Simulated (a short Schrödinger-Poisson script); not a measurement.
Stack: gated Al0.2Ga0.8As/GaAs δ-doped gas, at 300 K.

```tsv
layer	material	thickness (nm)	Na (cm⁻³)
1	Al0.2Ga0.8As	15	-
2	Al0.2Ga0.8As	5	-
3	GaAs	6000	5e14
```

Constants are typed, rounded textbook-type inputs, not results; the design itself was drawn at random and stands for no fabricated device. Al0.2Ga0.8As: permittivity 12.33, conduction-band edge (eV) 0.158, gap (eV) 1.673, electron mass (mₑ) 0.0836, Nv at 300 K (cm⁻³) 9e18. GaAs: permittivity 12.9, conduction-band edge (eV) 0, gap (eV) 1.424, Nv at 300 K (cm⁻³) 9e18.

Channel valleys (confinement mass, in-plane density-of-states mass, number): Γ 0.067, 0.067, 1. At the gate the conduction-band edge of layer 1 lies 0.91 eV − eVg above the Fermi level of the channel; the field vanishes at the back. Sheet of ionised δ-doping: +1.6e12 e/cm² at 15 nm from the gate. The barrier under the gate holds no holes. Gaps are held at their typed values at every temperature. Mesh 0.08 nm at interfaces.

From a short Schrödinger-Poisson script (our own, NumPy): 1D Poisson equation in equilibrium, electrons quantum, Hartree (BenDaniel-Duke, 40 states a valley, the channel's in-plane mass for all, wave functions free to enter the barrier), parabolic valleys, classical holes, full ionisation, no traps, pinning or gate leakage.

The same stack at other levels of the model or other numerical settings:

| run | sheet density of all electrons at Vg = 0.5 V (cm⁻²) | capacitance at Vg = 0.5 V (μF/cm²) | centroid of the channel electrons at Vg = 0.5 V (nm) | gate voltage at 1e11 electrons/cm² (V) | rough cost against the base |
|---|---|---|---|---|---|
| base | 2.54e11 | 0.332 | 15.48 | 0.42 | about 1 |
| electrons treated as classical, Boltzmann | 2.76e11 | 0.362 | 12.83 | 0.41 | 0.03 |
| electrons treated as classical, Fermi-Dirac | 2.69e11 | 0.346 | 13.46 | 0.41 | 0.2 |
| electrons treated as quantum, Hartree plus LDA exchange-correlation | 2.66e11 | 0.343 | 14.79 | 0.41 | about 1 |
| mesh six times as coarse | 2.55e11 | 0.332 | 15.69 | 0.42 | 0.2 |
| one subband a valley | 2.20e11 | 0.328 | 7.89 | 0.44 | 0.3 |

The classical rows ignore confinement, and Boltzmann statistics overrate the density once the band edge passes the Fermi level.
